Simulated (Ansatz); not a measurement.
Given:

```yaml
crystal:
  lattice:
    - [0.00000, 2.24908, 2.24908]
    - [2.11571, 0.00000, 2.24908]
    - [2.11571, 2.24908, 0.00000]
  atoms:
    - { symbol: N, position: [0.75000, 0.75000, 0.75000] }
    - { symbol: Ga, position: [0.00000, 0.00000, 0.00000] }
```

No spin polarisation.

Calculations: r2SCAN (Ansatz, a program for electronic structure), no SOC, earlier PAW set. Settings: 13×13×13 k-points, 0.05 eV Fermi–Dirac smearing.

Predict the band gap, valence-band top at Γ and pressure.

The band gap comes out as 2.40 eV and the valence-band top at Γ (three highest levels, from the VBM) is 0.00, -0.26, -0.26 eV. The pressure (mean of the normal stresses, compression positive) is 13.30 GPa.

The cells carry an imposed strain or load. Whether these cells are dynamically stable was not tested. The cell was made from GaN in the zinc blende structure (space group F-43m, No. 216) by this change: uniaxial strain ε_xx = −5.93 %. This is not the structure that GaN has at room temperature and ambient pressure.
